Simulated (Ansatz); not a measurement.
The parent structure is MgO in the rock salt structure (space group Fm-3m, No. 225; a = 4.214 Å).

It is then changed as follows: an isotropic linear strain of +3.74 %; the atoms relax in the strained cell.

Levels (all Ansatz, a first-principles code, PAW): PBEsol (420 eV, no SOC); r2SCAN (500 eV, without spin-orbit coupling); HSE06 (420 eV, scalar-relativistic without spin-orbit coupling).

At the geometry relaxed with PBEsol, these levels gave the following band gaps, in shuffled order: (a) 3.64 eV, (b) 5.37 eV, (c) 4.57 eV.

Q: Match each gap to its level.

A: (a) PBEsol; (b) HSE06; (c) r2SCAN.

Single points use the geometry relaxed with PBEsol. Whether these cells are dynamically stable was not tested. The base started in Pnma and relaxed to Fm-3m at this level.
